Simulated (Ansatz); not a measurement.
System: hcp Gd. Method: BLYP in Ansatz (PAW).

Numerical settings: plane-wave cutoff 520 eV, 18×18×10 k mesh (along the axes of the cell as run), Fermi–Dirac smearing 0.05 eV, spin-polarised with parallel moments, scalar-relativistic PAW data made under PBE.

Results at a series of volumes:

| V (Å³/atom) | E − E_lowest (meV/atom) |
|---|---|
| 33.433 | 5.67 |
| 34.130 | 1.38 |
| 34.826 | 0.00 |
| 35.523 | 1.29 |
| 36.219 | 5.03 |

Estimate the bulk modulus and its pressure derivative from these points.

V0 = 34.826 Å³/atom, B0 = 30.7 GPa, B′ = 3.5 (fit to the energies at full precision).

Shape and atoms are relaxed at each volume.

Measured, for comparison: bulk modulus 37.9 GPa (room temperature, no zero-point or thermal correction; as tabulated in Wikipedia's data pages); equilibrium volume per atom 33.05 Å³/atom (room temperature, no zero-point or thermal correction; as tabulated in Söderlind et al. (2014), doi:10.1088/0953-8984/26/41/416001). Computed (rounded) less measured: bulk modulus -19 %, equilibrium volume per atom +5.4 %.

Note: the 4f shell is treated without U or exact exchange, so its levels and filling can be wrong; the collinear magnetic order is the start's and need not be the measured one; the bulk modulus comes from volumes at which shape and atoms were relaxed.

Spin–orbit coupling is not included.

The computed numbers hold no vibrational or temperature effects.

The result took very roughly 18 core-minutes.

Ansatz is a first-principles code.
